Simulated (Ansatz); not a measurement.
The parent structure is InP in the zinc blende structure (space group F-43m, No. 216; a = 5.907 Å).

Structures relaxed with r2SCAN in Ansatz (plane waves to 500 eV, PAW, no SOC).

Base:

Simulated powder pattern, Cu Kα1, λ = 1.54056 Å (kinematic, ideal powder, no thermal factors, no anomalous dispersion; the 10 strongest lines at most, above 2 %, up to 2θ = 90°):

| 2θ (°) | I/Imax (%) | hkl |
|---|---|---|
| 26.11 | 100 | (111) |
| 30.24 | 26 | (200) |
| 43.29 | 56 | (220) |
| 51.25 | 45 | (311) |
| 53.71 | 6.9 | (222) |
| 62.88 | 8.8 | (400) |
| 69.28 | 18 | (331) |
| 71.35 | 8.4 | (420) |
| 79.41 | 18 | (422) |
| 85.31 | 14 | (511) |

After one change:

Simulated powder pattern, Cu Kα1, λ = 1.54056 Å (kinematic, ideal powder, no thermal factors, no anomalous dispersion; the 10 strongest lines at most, above 2 %, up to 2θ = 90°):

| 2θ (°) | I/Imax (%) |
|---|---|
| 25.59 | 100 |
| 29.63 | 26 |
| 42.40 | 56 |
| 50.18 | 46 |
| 52.57 | 7.0 |
| 61.51 | 9.0 |
| 67.73 | 18 |
| 69.74 | 8.6 |
| 77.56 | 18 |
| 83.26 | 14 |

Question: Name the change that was made.
A. isotropic strain +2.00 %
B. isotropic strain +0.50 %
C. isotropic strain +2.50 %
D. isotropic strain +1.50 %

Answer: A, isotropic strain +2.00 %. Its volume per atom is 27.34 Å³ against 25.76 Å³, and its space group is F-43m (No. 216).

Whether these cells are dynamically stable was not tested.

Ansatz is a program for electronic structure.
